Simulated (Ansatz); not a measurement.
The parent structure is PbSe in the rock salt structure (space group Fm-3m, No. 225; a = 6.178 Å). Axes: x, y, z lie along the cube axes.

Level of theory: plane-wave PAW DFT at the r2SCAN level (Ansatz, an electronic-structure program, 500 eV), no spin-orbit coupling.

For the base:

| Quantity | Result |
|---|---|
| Valley order | L along ⟨111⟩ 0.67 eV; a point along ⟨110⟩, about 0.6 Å⁻¹ from Γ 1.46 eV |
| Shortest interatomic distance | 3.089 Å |

One thing is altered: biaxial strain +2.50 %, plane normal [001], relaxed out of plane (Cartesian); in-plane vectors clamped, the third vector and the atoms free.

Task: Estimate the effect on the valley order and shortest interatomic distance.

Result: The valley order (the lowest conduction-band minima on the path, energy above the VBM, named in the base's zone) becomes L along [1-1-1] 0.77 eV; a point along [1-10], about 0.6 Å⁻¹ from Γ 1.54 eV; a point along [100], about 0.4 Å⁻¹ from Γ 2.21 eV (base: L along ⟨111⟩ 0.67 eV; a point along ⟨110⟩, about 0.6 Å⁻¹ from Γ 1.46 eV); the shortest interatomic distance shrinks by 0.016 Å (3.089 Å → 3.073 Å).

With Pb present, leaving out spin-orbit coupling can change the band edges. The levels and masses belong to the bands next to the band gap. Stability against distortions was not tested.
